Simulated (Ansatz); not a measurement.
Base system: Bi in the diamond structure (space group Fd-3m, No. 227; a = 7.1646 Å; a hypothetical phase, not in the database extracts checked).

Levels (all Ansatz, an electronic-structure program, PAW): PBEsol (420 eV, without spin-orbit coupling); PBEsol+SOC (420 eV, noncollinear with spin-orbit coupling).

The geometry is relaxed with PBEsol.

| Item | Result |
|---|---|
| PBEsol pressure | 0.0 GPa |

Q: What does PBEsol+SOC give at this geometry for the pressure?

A: The pressure goes from zero to 0.9 GPa.

Single points use the geometry relaxed with PBEsol. Differences between runs with and without spin-orbit coupling are approximate. Stability against distortions was not tested.
